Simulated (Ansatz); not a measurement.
For GaBiN2 (model structure, started from the ScAlN2 type, P3m1, No. 156, 4 atoms in the cell), LDA (plane waves, PAW; Ansatz, an electronic-structure program) gives:

```
Quantity                               Value
------------------------------  ------------
equilibrium lattice constant a       3.297 Å
lattice parameter c                  6.463 Å
bulk modulus                        82.0 GPa
cohesive energy                 4.53 eV/atom
```

What does r²SCAN in Ansatz (plane waves, PAW) give for the same quantities?


- lattice constant a: 3.327 Å (grows by 0.9 %)
- lattice parameter c: 6.711 Å (increases by 3.8 %)
- bulk modulus: 59.2 GPa (shrinks by 28 %)
- cohesive energy: 3.41 eV/atom (falls by 1.12 eV/atom)

Changes are worked out from the printed values.

Unless a cell is named, each level is at its own relaxed cell (LDA 15.21, r²SCAN 16.08 Å³/atom).

Levels without +SOC leave out spin–orbit coupling, which shifts energies and cells of such heavy elements.

Caveats: the bulk modulus is −V dP/dV from two relaxed cells at ±2 % in volume (LDA, r²SCAN). Ansatz's density-functional and Hartree–Fock values are scalar-relativistic unless marked +SOC, with PAW data made under PBE.

A model structure was made by putting elements into a prototype or built by hand; it is no filed structure, need not be a known phase, and can be a saddle point held by its symmetry.
